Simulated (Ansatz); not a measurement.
**FeB under a change: uniaxial strain ε_xx = −3.95 %**

Take FeB (space group Cmcm, No. 63; a = 2.831 Å, b = 7.384 Å, c = 2.958 Å; ferromagnetic; a cell from a computed database, its experimental status unchecked; relaxed with 0.1 eV smearing) as the base. Axes: x, y, z lie along a, b, c of the conventional cell.

Modification: the cell is compressed by 3.95 % along x with no lateral relaxation, atoms relaxed at fixed cell.

Level of theory: plane-wave PAW DFT at the PBEsol level (Ansatz, a first-principles code, 420 eV), no spin-orbit coupling. Γ-centred 18×18×16 mesh, Fermi–Dirac width 0.1 eV.

* **Space group**: Cmcm (No. 63) (base Cmcm (No. 63))
* **Shortest interatomic distance**: 1.823 Å (base 1.818 Å)
* **Energy relative to the base (free energy F)**: +16 meV/atom
* **Pressure (mean of the normal stresses, compression positive)**: 12.3 GPa (base 0.0 GPa)
* **Band gap**: zero (base zero)
* **Magnetic state**: ferromagnetic (base ferromagnetic)
* **Stress (xx, yy, zz, yz, xz, xy; compression positive)**: (16.6, 7.2, 13.0, 0.0, 0.0, 0.0) GPa

Final structure:

```
FeB
1.0
    1.35959    -3.69210     0.00000
    1.35959     3.69210     0.00000
    0.00000     0.00000     2.95783
Fe B
2 2
Cartesian
  1.35959  -2.65015   0.73946
  1.35959   2.65015   2.21837
  1.35959  -0.53263   0.73946
  1.35959   0.53263   2.21837
```

Other magnetic orders, which the real material may have, were not ruled out. No phonon test of stability was made.
